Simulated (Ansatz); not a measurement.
**Si: pressure series**

Take Si in the diamond structure (space group Fd-3m, No. 227; a = 5.444 Å) as the base.

Cell and atoms are relaxed at each pressure.

The values are results of r2SCAN (Ansatz, a program for electronic structure, PAW, no spin-orbit coupling), earlier PAW set, not measurements.

```csv
change,electron mass,shortest interatomic distance,band gap,width of the top valence band
base,"0.91 mₑ along k, 0.19 mₑ across (off the special points)",2.357 Å,0.78 eV,4.00 eV
pressure −2 GPa,"0.91 mₑ along k, 0.19 mₑ across (off the special points)",2.374 Å,0.81 eV,3.91 eV
pressure −1 GPa,"0.91 mₑ along k, 0.19 mₑ across (off the special points)",2.366 Å,0.79 eV,3.96 eV
pressure 1.8 GPa,"0.91 mₑ along k, 0.19 mₑ across (off the special points)",2.343 Å,0.74 eV,4.08 eV
pressure 4.2 GPa,"0.91 mₑ along k, 0.19 mₑ across (off the special points)",2.326 Å,0.70 eV,4.18 eV
pressure 9 GPa,"0.91 mₑ along k, 0.19 mₑ across (off the special points)",(withheld),(withheld),(withheld)
pressure 18 GPa,"0.92 mₑ along k, 0.18 mₑ across (off the special points)",2.250 Å,0.49 eV,4.65 eV
pressure 30 GPa,"0.93 mₑ along k, 0.18 mₑ across (off the special points)",2.203 Å,0.34 eV,4.99 eV
pressure 45 GPa,"0.94 mₑ along k, 0.17 mₑ across (off the special points)",2.155 Å,0.16 eV,5.34 eV
pressure 60 GPa,–,2.117 Å,zero,–
```

Problem. Complete the table.

Solution. 
- pressure 9 GPa, shortest interatomic distance: 2.296 Å
- pressure 9 GPa, band gap: 0.63 eV
- pressure 9 GPa, width of the top valence band: 4.36 eV

Load acts through the strain it causes; cell and atoms are relaxed under it. Effective masses come from finite differences of ±0.01 Å⁻¹. Along k means along the line from Γ to the band edge. No phonon test of stability was made. Measured, Si leaves this structure (for the β-tin structure) near 12 GPa (room temperature; as listed in arXiv:1906.07825). The zero or small gap of Si under pressure 45 GPa and Si under pressure 60 GPa can change with the level of theory.
